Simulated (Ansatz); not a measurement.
We consider LaTiO₂N (Imma, No. 74, 10 atoms in the cell; start mp-1222753), described by PBEsol (Ansatz, a program for electronic structure, PAW).

Numerical settings: plane-wave cutoff 520 eV, 8×8×8 k mesh, Fermi–Dirac smearing 0.01 eV, no spin polarisation, scalar-relativistic PAW data made under PBE.

Cell (relaxed at this level):

```
LaTiNO2
1.0
   -2.73865     3.95077     2.77160
    2.73865    -3.95077     2.77160
    2.73865     3.95077    -2.77160
La Ti N O
2 2 2 4
Cartesian
  0.00000   5.92615   0.01426
  2.73865  -1.97538   2.75734
  0.00000   0.00000   2.77160
  2.73865   0.00000   0.00000
  2.73865   1.97538   0.37195
  0.00000   1.97538   2.39965
  1.36933  -0.28013   1.38580
  1.36933   4.23090   1.38580
 -1.36933   4.23090   1.38580
  1.36933   3.67063  -1.38580
```

Q: Give the computed band gap.

A: 
* **band gap**: 0.95 eV (on the SCF k mesh)

Note: the relaxation could not lower the start's symmetry, so the cell can be a saddle point above a distorted one.

Spin–orbit coupling is not included.

Static lattice: no zero-point or thermal effects.

It cost around 6 core-minutes (rough) of CPU time.

A start named mp-… is a Materials Project structure, which need not be a measured phase.
